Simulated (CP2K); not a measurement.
**How far to go with shifted k-point meshes: Te (C2, 3 atoms in the cell)**

```
CELL_PARAMETERS angstrom
      4.43770     0.00000     0.00000
     -2.21885     3.84316     0.00000
      0.00000     0.00000     5.90035
ATOMIC_POSITIONS crystal
  Te 0.00000 0.26300 0.66667
  Te 0.74827 0.74827 0.00000
  Te 0.26300 0.00000 0.33333
```

Method: CP2K with LDA (Pade form), GPW, DZVP-MOLOPT-SR-GTH basis, GTH-PADE potentials (GTH_POTENTIALS).

Base settings: CUTOFF = 400 Ry; REL_CUTOFF = 50 Ry; SMEAR/METHOD = FERMI_DIRAC; ELECTRONIC_TEMPERATURE = 232.09 K; KPOINTS/SCHEME = MONKHORST-PACK 3 3 2; GAMMA_CENTERED = T; XC_FUNCTIONAL = PADE; Te/BASIS_SET = DZVP-MOLOPT-SR-GTH; Te/POTENTIAL = GTH-PADE-q6; METHOD = GPW.

In this ladder: GAMMA_CENTERED = default.

Only quantities that move along the ladder and can be compared are tabulated.

The starting cell has typed, rounded lattice constants, without a prior relaxation at this level. Its lattice was rescaled by up to half a per cent. One atom was moved a little off its site on purpose. Values carry the incompleteness of an atom-centred basis.

Steps (KPOINTS/SCHEME): MACDONALD 2 2 1 0 0 0.5; MONKHORST-PACK 2 2 2; MACDONALD 3 3 2 0.1666666667 0.1666666667 0; MONKHORST-PACK 4 4 2; MACDONALD 4 4 3 0 0 0.1666666667; MACDONALD 5 5 3 0.1 0.1 0.1666666667; MONKHORST-PACK 6 6 4; MACDONALD 7 7 5 0.07142857143 0.07142857143 0.1; MACDONALD 8 8 5 0 0 0.1; MONKHORST-PACK 8 8 6; MACDONALD 9 9 6 0.05555555556 0.05555555556 0; MACDONALD 10 10 7 0 0 0.07142857143; MACDONALD 11 11 7 0.04545454545 0.04545454545 0.07142857143; MONKHORST-PACK 12 12 8; MACDONALD 14 14 9 0 0 0.05555555556; MACDONALD 15 15 10 0.03333333333 0.03333333333 0; MACDONALD 17 17 11 0.02941176471 0.02941176471 0.04545454545; MACDONALD 19 19 12 0.02631578947 0.02631578947 0.

Task: What is the coarsest KPOINTS/SCHEME that holds the pressure within 0.2 GPa of the last step, with all finer ones?

Result: MONKHORST-PACK 4 4 2; the step before is off by 0.26 GPa.

Task: What is the coarsest KPOINTS/SCHEME that holds the free energy within 0.5 meV/atom of the last step, with all finer ones?

Result: MONKHORST-PACK 6 6 4; the step before is off by 1.7 meV/atom.

Task: What is the coarsest KPOINTS/SCHEME that holds the forces within 0.02 eV/Å of the last step, with all finer ones?

Result: MONKHORST-PACK 6 6 4; the step before is off by 0.049 eV/Å.

| KPOINTS/SCHEME | free energy less the last step's (meV/atom) | pressure (GPa) | largest difference of a force vector from the last step's (eV/Å) |
|---|---|---|---|
| MACDONALD 2 2 1 0 0 0.5 | 229.76 | 3.26 | 0.998 |
| MONKHORST-PACK 2 2 2 | 13.66 | 1.12 | 0.479 |
| MACDONALD 3 3 2 0.1666666667 0.1666666667 0 | 18.25 | 1.31 | 0.183 |
| MONKHORST-PACK 4 4 2 | 4.63 | 1.12 | 0.048 |
| MACDONALD 4 4 3 0 0 0.1666666667 | 0.79 | 1.08 | 0.101 |
| MACDONALD 5 5 3 0.1 0.1 0.1666666667 | -1.68 | 1.03 | 0.049 |
| MONKHORST-PACK 6 6 4 | 0.38 | 1.05 | 0.004 |
| MACDONALD 7 7 5 0.07142857143 0.07142857143 0.1 | 0.07 | 1.05 | 0.008 |
| MACDONALD 8 8 5 0 0 0.1 | -0.16 | 1.04 | 0.003 |
| MONKHORST-PACK 8 8 6 | 0.06 | 1.05 | 0.003 |
| MACDONALD 9 9 6 0.05555555556 0.05555555556 0 | -0.08 | 1.05 | 0.002 |
| MACDONALD 10 10 7 0 0 0.07142857143 | 0.03 | 1.05 | 0.002 |
| MACDONALD 11 11 7 0.04545454545 0.04545454545 0.07142857143 | -0.01 | 1.05 | 0.001 |
| MONKHORST-PACK 12 12 8 | -0.03 | 1.05 | 0.001 |
| MACDONALD 14 14 9 0 0 0.05555555556 | 0.00 | 1.05 | 0.001 |
| MACDONALD 15 15 10 0.03333333333 0.03333333333 0 | -0.02 | 1.05 | 0.000 |
| MACDONALD 17 17 11 0.02941176471 0.02941176471 0.04545454545 | 0.00 | 1.05 | 0.000 |
| MACDONALD 19 19 12 0.02631578947 0.02631578947 0 | 0.00 | 1.05 | 0.000 |
